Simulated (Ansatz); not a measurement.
C (model structure, P6₁22, No. 178, 6 atoms in the cell), treated with r²SCAN+rVV10 (plane waves, PAW; Ansatz, an electronic-structure program).

Settings: plane-wave cutoff 560 eV, 12×12×10 k mesh (along the axes of the cell as run), Fermi–Dirac smearing 0.01 eV, scalar-relativistic PAW data made under PBE.

Cell (relaxed at this level):

```cif
data_C6
_chemical_formula_sum 'C6'
_space_group_name_H-M_alt 'P6122'
_space_group_IT_number 178
_space_group_name_Hall 'P 61 2 (0 0 5)'
_cell_length_a 3.55910
_cell_length_b 3.55910
_cell_length_c 3.36027
_cell_angle_alpha 90.000
_cell_angle_beta 90.000
_cell_angle_gamma 120.000
loop_
_atom_site_label
_atom_site_type_symbol
_atom_site_symmetry_multiplicity
_atom_site_Wyckoff_symbol
_atom_site_fract_x
_atom_site_fract_y
_atom_site_fract_z
_atom_site_occupancy
C1 C 6 b 0.46468 0.23234 0.08333 1
```

Problem. What does this level give for the band gap and direct gap at Γ?

Solution. 
* **band gap**: 4.40 eV (on the SCF k mesh)
* **direct gap at Γ**: 7.47 eV

Note: the relaxation could raise the start's symmetry but not lower it, so the cell can be a saddle point.

The computed numbers hold no vibrational or temperature effects.

Computing time: very roughly 110 core-seconds.

A model structure was made by putting elements into a prototype or built by hand; it is no filed structure, need not be a known phase, and can be a saddle point held by its symmetry.
